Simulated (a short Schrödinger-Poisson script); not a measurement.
System: MOS inversion layer, SiO2 on p-type Si(100), at 400 K.

From the gate side: 2.2 nm SiO2; 810 nm Si, acceptors 2.8e17 cm⁻³.

Constants are typed, rounded textbook-type inputs, not results; the design itself was drawn at random and stands for no fabricated device. SiO2: permittivity 3.9, conduction-band edge (eV) 3.15, gap (eV) 9, electron mass (mₑ) 0.5. Si: permittivity 11.7, conduction-band edge (eV) 0, gap (eV) 1.124, Nv at 300 K (cm⁻³) 3.1e19.

Channel valleys (confinement mass, in-plane density-of-states mass, number): Δ2 0.916, 0.19, 2; Δ4 0.19, 0.417, 4. At the gate the conduction-band edge of layer 1 lies 3.48 eV − eVg above the Fermi level of the channel; the field vanishes at the back. Gaps are held at their typed values at every temperature. Mesh 0.03 nm at interfaces.

From a short Schrödinger-Poisson script (our own, NumPy): 1D Poisson equation in equilibrium, electrons quantum, Hartree (BenDaniel-Duke, 12 states a valley, the channel's in-plane mass for all, wave functions free to enter the dielectric), parabolic valleys, classical holes, full ionisation, no traps, pinning or gate leakage.

| Vg (V) | electrons (cm⁻²) | C (μF/cm²) | Δ2 E0 (meV from the Fermi level) | Δ4 E0 (meV from the Fermi level) |
|---|---|---|---|---|
| 0.3 | 8.15e9 | 0.189 | 261.6 | 300.2 |
| 0.4 | 7.87e10 | 0.374 | 181.8 | 222.1 |
| 0.5 | 3.77e11 | 0.755 | 125.7 | 168.5 |
| 0.6 | 9.02e11 | 0.984 | 93.0 | 139.0 |
| 0.7 | 1.54e12 | 1.10 | 71.8 | 121.0 |
| 0.8 | 2.24e12 | 1.16 | 56.3 | 108.6 |
| 0.9 | 2.98e12 | 1.21 | 43.9 | 99.3 |
| 1 | 3.74e12 | 1.24 | 33.6 | 91.9 |
| 1.1 | 4.52e12 | 1.26 | 24.7 | 85.7 |
| 1.2 | 5.31e12 | 1.28 | 16.9 | 80.4 |
| 1.3 | 6.11e12 | 1.30 | 9.7 | 75.8 |
| 1.4 | 6.93e12 | 1.31 | 3.2 | 71.7 |
| 1.5 | 7.75e12 | 1.32 | -2.8 | 67.9 |
| 1.6 | 8.57e12 | 1.33 | -8.5 | 64.5 |
| 1.7 | 9.40e12 | 1.34 | -13.8 | 61.3 |
| 1.8 | 1.02e13 | 1.34 | -18.9 | 58.3 |
| 1.9 | 1.11e13 | 1.35 | -23.7 | 55.5 |
| 2 | 1.19e13 | 1.36 | -28.3 | 52.8 |

Gate voltages with under 1e9 electrons/cm² are left out.

### Question
At Vg = 2 V the lowest Δ2 subband lies at -28.3 meV from the Fermi level. How many electrons does it hold, and what share of all?

### Answer
The two-dimensional density of states is g m/(πħ²) = 1.59e11 cm⁻² meV⁻¹ (both spins), kT = 34.5 meV, so n = D kT ln(1 + exp(−E/kT)) = 6.49e12 cm⁻², 0.54 of the 1.19e13 cm⁻² in all.

### Question
Compare the slope of the sheet density between 1.8 and 2 V with the geometric capacitance of the layers between gate and channel.

### Answer
q Δn/ΔV = 1.36 μF/cm²; ε0/Σ(t/ε) = 1.57 μF/cm². The ratio is 0.87: the channel acts as a further capacitance in series.
